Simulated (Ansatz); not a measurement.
O on the P site (broken-bond start) in zinc-blende BP (start: the P site; started 0.95 Å off site, one bond broken; 64-site cell, 2×2×2 shifted sampling). Calculation: PBE, PAW (plane waves to 420 eV; Ansatz, a program for electronic structure). Total energies of the localised charge states, counted from that of charge +1, and their image corrections (point charge with alignment); the host's valence-band maximum lies at 9.171 eV on the cells' energy zero and its gap is 1.25 eV.

```json
[
 {"charge": "+1", "moment (μB)": "not spin-polarised", "E − E(first) (eV)": "0.000", "correction (eV)": "0.018"},
 {"charge": "0", "moment (μB)": "1.0", "E − E(first) (eV)": "9.618", "correction (eV)": "0.000"}
]
```

Derive the transition levels above the valence-band maximum and say which of them are thermodynamic.

A level is the Fermi energy at which two charges have equal formation energy: ε(q/q′) = [E(q′) + corr(q′) − E(q) − corr(q)] / (q − q′) − E_VBM.
ε(+1/0) = [(9.618 + 0.000) − (0.000 + 0.018)] / 1 − 9.171 = 0.43 eV
Thermodynamic levels at least 0.1 eV inside the gap: (+1/0) at 0.43 eV. They hold to tenths of an eV in this cell. Only the charges listed were compared. Charge −1 has its level within 0.1 eV of a band edge or past it. The geometries come from one start. Flagged in the runs: a strain field that reaches the edge of the cell.
